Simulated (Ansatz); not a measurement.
WPt (model structure, Fm-3m, No. 225, 2 atoms in the cell)

All values below come from PBE in Ansatz (plane waves, PAW).

Run with plane-wave cutoff 520 eV, 20×20×20 k mesh, Fermi–Dirac smearing 0.05 eV, no spin polarisation, scalar-relativistic PAW data made under PBE.

Cell (relaxed at this level):

```yaml
crystal:
  lattice:
    - [0.00000, 2.63003, 2.63003]
    - [2.63003, 0.00000, 2.63003]
    - [2.63003, 2.63003, 0.00000]
  atoms:
    - { symbol: Pt, position: [0.00000, 0.00000, 0.00000] }
    - { symbol: W, position: [0.50000, 0.50000, 0.50000] }
```

```
Item            Value
------------  -------
bulk modulus  221 GPa
```

Note: the run has no spin polarisation, so it can have missed a magnetic state; the bulk modulus is −V dP/dV from two relaxed cells at ±2 % in volume; the relaxation could raise the start's symmetry but not lower it, so the cell can be a saddle point.

Spin–orbit coupling is not included.

The computed numbers hold no vibrational or temperature effects.

Computing time: very roughly 60 core-seconds.

A model structure was made by putting elements into a prototype or built by hand; it is no filed structure, need not be a known phase, and can be a saddle point held by its symmetry.

Ansatz is an electronic-structure program.
